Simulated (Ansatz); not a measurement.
A zone-centre phonon calculation of CaGe2Au2 (I4/mmm, 5 atoms in the cell) with Ansatz (a first-principles code).

Level of theory: LDA (PW92), default PAW files made with PBE (plane waves; Ansatz).

```
CELL_PARAMETERS angstrom
     -2.21848     2.21848     5.12244
      2.21848    -2.21848     5.12244
      2.21848     2.21848    -5.12244
ATOMIC_POSITIONS crystal
  Ca 0.00000 0.00000 0.00000
  Ge 0.38161 0.38161 0.00000
  Ge 0.61839 0.61839 0.00000
  Au 0.75000 0.25000 0.50000
  Au 0.25000 0.75000 0.50000
```

Reference input (self-consistent single point, DFT, LDA (PW92), plane waves, default PAW files made with PBE): basis.ecutwfc = 30.9 Ry; kpoints.mp_grid.grid = 8 8 8; hamiltonian.xc = lda; hamiltonian.pseudopotentials = {kind: paw} (the program's default PAW files); scf.occupations.method = gaussian; scf.occupations.width = 0.0073 Ry. This run's input differs from it in these lines:

```diff
@@ -20,6 +20,5 @@
   occupations: { method: gaussian, width: 0.0073 Ry }
-output:
-  forces: true
-  eigenvalues: true
-  stress: true
+  convergence: { dr2_threshold: 1.0e-07 eV }
+phonons:
+  method: dfpt
```

Log, with long lists cut:

```
SCF iter   1: F=—  HF=-35936.408874 eV  |F-HF|=—  |Δ(HF+E_count)|=         —  Δρ=5.61e-3  dr2=1.48e-2  ethr=1.77e-3  ⟨swp⟩=7.1  Hψ=17483  notcnv=0  defer=19
all-band conjugate gradients solve this SCF's bands
preconditioner: auto → Kerker (q_TF=auto, 2.603 Å⁻¹)
SCF iter   2: F=—  HF=-35936.406506 eV  |F-HF|=—  |Δ(HF+E_count)|=   2.37e-3  Δρ=2.85e-3  dr2=3.89e-3  ethr=1.94e-5  ⟨swp⟩=2.0  Hψ=7122  notcnv=0  defer=28
   [... lines left out ...]
SCF iter   5: F=—  HF=-35936.405775 eV  |F-HF|=—  |Δ(HF+E_count)|=   8.90e-6  Δρ=8.28e-5  dr2=1.15e-5  ethr=1.32e-7  ⟨swp⟩=2.0  Hψ=6862  notcnv=0  defer=28
SCF iter   6: F=—  HF=-35936.405929 eV  |F-HF|=—  |Δ(HF+E_count)|=   1.54e-4  Δρ=2.64e-5  dr2=1.22e-6  ethr=1.51e-8  ⟨swp⟩=2.0  Hψ=6868  notcnv=0  defer=28
SCF iter   7: F=—  HF=-35936.405929 eV  |F-HF|=—  |Δ(HF+E_count)|=   4.34e-7  Δρ=1.05e-5  dr2=2.07e-7  ethr=1.60e-9  ⟨swp⟩=2.0  Hψ=6862  notcnv=0  defer=28
SCF iter   8: F=-35936.405929 eV  HF=-35936.405929 eV  |F-HF|=5.37e-9  |Δ(HF+E_count)|=   5.59e-8  Δρ=3.09e-6  dr2=1.30e-8  ethr=1.32e-10  ⟨swp⟩=12.4  Hψ=27788  notcnv=0
SCF 1 converged in 8 iterations: F = -35936.405929 eV  dr2 = 1.30e-8
DFPT response loops at Γ: preconditioner auto → Kerker (q_TF=auto, 2.603 Å⁻¹) (partly filled bands, converged f_vac=0.000) …
Free energy (F): -35936.405929 eV
Internal energy: -35936.398158 eV  (E = F + TS)
E sigma→0 (E₀):  -35936.402043 eV
Entropy (-TS):   -0.007771 eV (-1.554 meV/atom)
Fermi energy:    13.121016 eV
--- Phonons (Γ-DFPT): 6 representative perturbations + reference, on 95 of 512 k-points (Σ response iterations 29) ---
  k mesh reduced under 4 symmetry operations, with k and −k counted as one. Each operation leaves every solved displacement unchanged or reverses it
  ASR residual: 2.504e-3 → 0.000e0 eV/Å²; symmetrization residual: 1.601e-6 eV/Å²
  ASR residual per site (eV/Å²): 2.01e-3 1.28e-4 1.28e-4 2.50e-3 2.50e-3
  Γ frequencies (cm⁻¹): -12.36 -12.36 0.00 0.00 0.00 50.86 108.48 108.48 122.35 138.74 154.95 154.95 170.92 170.92 252.48
  non-analytic LO–TO correction: not included (Born effective charges unavailable; polar crystals: no LO–TO splitting at Γ)
```

The run converged in 8 iterations. 

Summary of the result:
```
Property                                                                                                               Value
--------------------------------------------------------  ------------------------------------------------------------------
Free energy E − TS (on the zero of these files)                                                               -35936.4059 eV
Fermi level (on the code's own zero)                                                                                13.12 eV
Zone-centre frequencies (cm⁻¹; negative means imaginary)  -12, -12, 0, 0, 0, 51, 108, 108, 122, 139, 155, 155, 171, 171, 252
```

The starting cell comes from a database of computed structures (which also holds hypothetical and non-ambient phases and stackings), without a prior relaxation at this level. Its lattice was rescaled by up to half a per cent.

Cost on one core of a shared machine: roughly 7 min.

Keys are those of Ansatz 0.2.
